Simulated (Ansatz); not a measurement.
Density of states of SnS (Pnma) above the conduction band minimum, PBEsol, rigid bands in Ansatz (a program for electronic structure); cell volume 187.2 Å³.

(energy from edge (eV), 10⁻³ states/eV/cell): (0.006, 18.7); (0.031, 45.0); (0.056, 60.6); (0.081, 89.4); (0.106, 172); (0.131, 213); (0.156, 246); (0.181, 275); (0.206, 320); (0.231, 484); (0.256, 589); (0.281, 680); (0.319, 821); (0.344, 932); (0.369, 1110); (0.394, 1240); (0.419, 1360); (0.444, 1540); (0.469, 1770); (0.494, 1990); (0.519, 2250); (0.544, 2310); (0.569, 2450); (0.594, 2700)

Question: What effective density of states at 300 K does this give (∫ g(E) exp(−E/k_BT) dE, both spins, divided by the cell's size)?

Answer: 5.5e18 cm⁻³, a density-of-states mass of 0.36 mₑ, valleys and band degeneracy included.

Spin-orbit coupling is left out. Geometry: cell and atoms relaxed with PBEsol.
